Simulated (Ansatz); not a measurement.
**ZrSe₂ in the fluorite structure (space group Fm-3m, No. 225; a hypothetical phase, not in the database extracts checked)**

```xyz
3
Lattice="0.0000 3.2984 3.2984 3.2984 0.0000 3.2984 3.2984 3.2984 0.0000" Properties=species:S:1:pos:R:3 pbc="T T T"
Zr     0.0000     0.0000     0.0000
Se     1.6492     1.6492     1.6492
Se     4.9476     4.9476     4.9476
```

All numbers come from PBE (Ansatz, a program for electronic structure; PAW; 420 eV plane waves; spin-orbit coupling left out). Settings: 12×12×12 k-points, 0.05 eV Fermi–Dirac smearing.

The volume per atom comes out as 23.92 Å³ and the density comes out as 5.76 g/cm³. The band gap is zero and the total energy is -5041.689 eV/atom (σ→0; compares only within this code and set-up).

No phonon test of stability was made. The final runs are not spin-polarised.
